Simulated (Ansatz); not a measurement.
An Ansatz (a quantum-chemistry and plane-wave program) run: Sn with a change (pressure 0.9 GPa); r2SCAN, PAW, 500 eV (Ansatz; scalar-relativistic without spin-orbit coupling).

Input:

Ansatz 0.2 input:
```yaml
crystal:
  lattice:
    - [0, 3.2832369194, 3.2832369194]
    - [3.2832369194, 0, 3.2832369194]
    - [3.2832369194, 3.2832369194, 0]
  atoms:
    - { symbol: Sn, position: [0, 0, 0] }
    - { symbol: Sn, position: [0.25, 0.25, 0.25] }
basis: { ecutwfc: 500, ecutrho_ratio: 4, xc_grid: 4, fft_grid_basis: typed }
kpoints: { mp_grid: { grid: [12, 12, 12] } }
hamiltonian:
  xc: r2scan
  dispersion: none
  pseudopotentials: { kind: paw }
scf: { occupations: { method: fermi_dirac, width: 0.05 } }
relax: { f_tol: 0.01, max_steps: 60, cell: { stress_tol: 0.02, p_target: 0.9 } }
output: { forces: true, stress: true }
checkpoint: { write: state.ck, write_every: 1000 }
```

Output (explanatory and most iteration lines left out):

```
Relaxation: its limit of steps is 60 (relax.max_steps)
Pseudopotential: Sn, paw, valence charge 14
Crystal: 2 atoms, lattice volume = 70.784 Å³
Basis set: ecut = 500 eV, 1807 PW (Γ), exchange–correlation on 144×144×144 points (64 copies of the dense FFT grid, shifted against one another)
Bands: 18, of which v1, the nominal top of the filled ones, is band 14 counted from 1 (13 counted from 0)
Symmetry: 48 space group operations
Space group: Fd-3m (ITA 227), of the structure as read, at distance tolerance 4.1e-5 Å
k-points: 72 of 1728
Functional: x = r2scan, c = r2scan; τ floored in thin density (d = 2e-4 eV/Å³)
SCF iter   1: F=—  HF=-12077.273201 eV  |F-HF|=—  |Δ(HF+E_count)|=         —  Δρ=4.88e-3  dr2=7.18e-3  dr2_τ=4.47e-3  ethr=1.77e-3  ⟨swp⟩=6.0  Hψ=7012  notcnv=0
SCF iter   2: F=—  HF=-12077.280605 eV  |F-HF|=—  |Δ(HF+E_count)|=   7.40e-3  Δρ=2.35e-3  dr2=1.95e-3  dr2_τ=2.92e-5  ethr=2.57e-5  ⟨swp⟩=2.4  Hψ=3131  notcnv=0
SCF 1 converged in 7 iterations: F = -12077.280611 eV  dr2 = 1.12e-8
relax step   1: F+E_penalty+E_count = -12077.28061062 eV  Δ(F+E_penalty+E_count) = +0.000e0 eV  max|allowed force component| = 9.252e-18 eV/Å  Δτ_max = 0.0000 Å  P = +0.004 GPa  Ω = 70.784 Å³  (7 SCF iters, dr2 threshold 1.00e-7 eV, accepted)
[... steps on the carried basis left out ...]
relax step   5: F+E_penalty+E_count = -12077.27675883 eV  Δ(F+E_penalty+E_count) = +2.240e-5 eV  max|allowed force component| = 5.551e-17 eV/Å  Δτ_max = 0.0000 Å  P = +0.899 GPa  Ω = 69.389 Å³  stress off target by 1.33e-3 GPa  SCF on the basis re-selected at this cell (its energy is not comparable with the rows above)  (5 SCF iters)
SCF converged after 5 iterations
Free energy (F): -12077.276759 eV
Internal energy: -12077.276159 eV  (E = F + TS)
E sigma→0 (E₀):  -12077.276459 eV
Entropy (-TS):   -0.000599 eV (-0.300 meV/atom)
Fermi energy:    7.587868 eV
--- Forces (eV/Å), atoms counted from 1 ---
  atom   1  Sn    -0.00000000    -0.00000000    -0.00000000
  atom   2  Sn     0.00000000     0.00000000     0.00000000
--- Stress (GPa, compression-positive) ---
        0.898673      -0.000000       0.000000
       -0.000000       0.898673      -0.000000
       -0.000000      -0.000000       0.898673
  P = ⅓ Tr σ = 0.8987 GPa (8.987 kbar)
--- Relaxed structure (4 steps of the walk, 4 accepted, 1 SCFs on fresh bases) ---
  cell:  # Å, volume = 69.3893 Å³
    - [8.916901057567279e-35, 3.2615266199494735, 3.2615266199494735]
    - [3.2615266199494735, -1.273843008223894e-35, 3.2615266199494735]
    - [3.2615266199494735, 3.2615266199494735, 4.84060343125081e-34]
  atoms:
    - { symbol: Sn, position: [1.4359353666623248e-34, -1.0693135709187524e-34, 6.293674160264658e-35] }
    - { symbol: Sn, position: [0.24999999999999997, 0.24999999999999997, 0.24999999999999997] }
```

Load acts through the strain it causes; cell and atoms are relaxed under it. Whether these cells are dynamically stable was not tested. The cell was made from Sn in the diamond structure (space group Fd-3m, No. 227) by this change: pressure 0.9 GPa.
